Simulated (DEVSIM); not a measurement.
InP/In0.53Ga0.47As n-p heterojunction

Structure: InP/In0.53Ga0.47As n-p heterojunction, at 350 K.

```tsv
layer (left to right)	material	thickness (μm)	Nd (cm⁻³)	Na (cm⁻³)	τn (s)	τp (s)
1	InP	0.200	7.1e16	-	3.9e-10	3.9e-10
2	In0.53Ga0.47As	0.180	-	7.9e17	3.9e-10	3.9e-10
```

Left contact: ohmic. Right contact: ohmic. Voltage is applied to the left contact. Recombination: SRH at mid-gap. Mobility is μmin + (μ − μmin)/(1 + (N/Nref)^α).

Constants are typed, rounded textbook-type inputs, not results; the design itself was drawn at random and stands for no fabricated device. Values at 300 K; Nc and Nv go as T^1.5, mobilities as T to minus their exponent, the gap by Varshni's rule with the affinity fixed.

```csv
parameter,InP,In0.53Ga0.47As
gap (eV),1.344,0.74
affinity (eV),4.38,4.51
permittivity,12.5,13.9
Nc (cm⁻³),5.7e17,2.1e17
Nv (cm⁻³),1.1e19,7.7e18
μn (cm²/Vs),5200,12000
μp (cm²/Vs),170,300
"μn,min",400,300
"μp,min",10,10
"Nref,n",3e17,1.3e17
"Nref,p",4.9e17,4.9e17
αn,0.47,0.48
αp,0.62,0.4
T exponent of μn,2,1.6
T exponent of μp,2,1.6
Varshni α (eV/K),0.000363,0.00035
Varshni β (K),162,190
```

Simulated with DEVSIM: 1D drift-diffusion, Boltzmann statistics, complete ionisation; no tunnelling, impact ionisation, image-force lowering or self-heating. Band offsets follow the typed affinities; no thermionic-emission limit at abrupt steps, no polarisation charge.

| Property | Value |
|---|---|
| Potential step across the device at zero bias | 0.709 V |
| Largest field in the device at zero bias | 110000 V/cm |
| Dark forward voltage at 1 A/cm² | 0.281 V |
| Dark forward voltage at 100 A/cm² | 0.424 V |

Dark forward current:

| V (V) | J (A/cm²) |
|---|---|
| -0.05 | -0.00041 |
| -0.10 | -0.0025 |
| -0.15 | -0.013 |
| -0.20 | -0.070 |
| -0.25 | -0.36 |
| -0.30 | -1.8 |
| -0.35 | -9.4 |
| -0.40 | -47 |
| -0.45 | -230 |
| -0.50 | -1100 |
| -0.55 | -4700 |
